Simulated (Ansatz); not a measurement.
The parent structure is SiC (space group P6_3mc, No. 186; a = 3.094 Å, c = 10.129 Å).

Calculations: PBE (Ansatz, a quantum-chemistry and plane-wave program; PAW; 420 eV plane waves; no SOC), earlier PAW set.

For the base:

| Item | Result |
|---|---|
| Volume per atom | 10.50 Å³ |

Perturbation: a hydrostatic pressure of 1.8 GPa.

Problem. What happens to the volume per atom?

Solution. The volume per atom decreases by 0.09 Å³ (10.50 Å³ → 10.41 Å³).

Load acts through the strain it causes; cell and atoms are relaxed under it. No phonon test of stability was made.
